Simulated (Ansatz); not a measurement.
The starting structures come from a database of crystals and need not be the phases stable at ambient conditions.

By PBEsol, the system below comes out a metal.

Without scattering a metal conducts by its projected Fermi surface.

```xyz
8
Lattice="3.4282 0.0000 0.0000 0.0000 4.2995 0.0000 1.7141 0.0000 9.8216" Properties=species:S:1:pos:R:3 pbc="T T T"
Zr     3.4282     1.0749     8.6095
Zr     1.7141     3.2246     1.2122
Zr     3.4282     3.2246     5.9910
Zr     1.7141     1.0749     3.8306
Rh     3.4282     1.0749     1.1087
Rh     1.7141     3.2246     8.7130
Rh     3.4282     3.2246     3.3007
Rh     1.7141     1.0749     6.5210
```

Space group of this cell: Cmcm. The cell is taken as given; by PBEsol its mean pressure is -4.2 GPa.

The current flows along the normal of the first two printed cell vectors. No spin-orbit coupling; the value is a mean over 0.1 eV about the Fermi level.

Q: Compute, with PBEsol in Ansatz (an electronic-structure program), the ballistic conductance per area.

A: 0.26 × 10¹⁵ S/m² for both spins.
